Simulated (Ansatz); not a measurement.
PrSi2 (I4₁/amd, No. 141)

These are PBEsol (plane waves, PAW; Ansatz, a quantum-chemistry and plane-wave program) values and carry that method's errors.

Numerical settings: plane-wave cutoff 500 eV, 14×14×14 k mesh, Fermi–Dirac smearing 0.05 eV, spin-polarised start, scalar-relativistic PAW data made under PBE.

Cell (relaxed at this level):

```yaml
crystal:
  lattice:
    - [-2.03126, 2.03126, 6.96085]
    - [2.03126, -2.03126, 6.96085]
    - [2.03126, 2.03126, -6.96085]
  atoms:
    - { symbol: Pr, position: [0.00000, 0.00000, 0.00000] }
    - { symbol: Pr, position: [0.75000, 0.25000, 0.50000] }
    - { symbol: Si, position: [0.33356, 0.83356, 0.50000] }
    - { symbol: Si, position: [0.58356, 0.58356, 0.00000] }
    - { symbol: Si, position: [0.41644, 0.41644, 0.00000] }
    - { symbol: Si, position: [0.16644, 0.66644, 0.50000] }
```

```json
{
  "band_gap": "none"
}
```

Note: the magnetic order was assumed, not searched for or taken from measurement; the 4f shell is treated without U or exact exchange, so its levels and filling can be wrong.

Spin–orbit coupling is not included.

Static lattice: no zero-point or thermal effects.
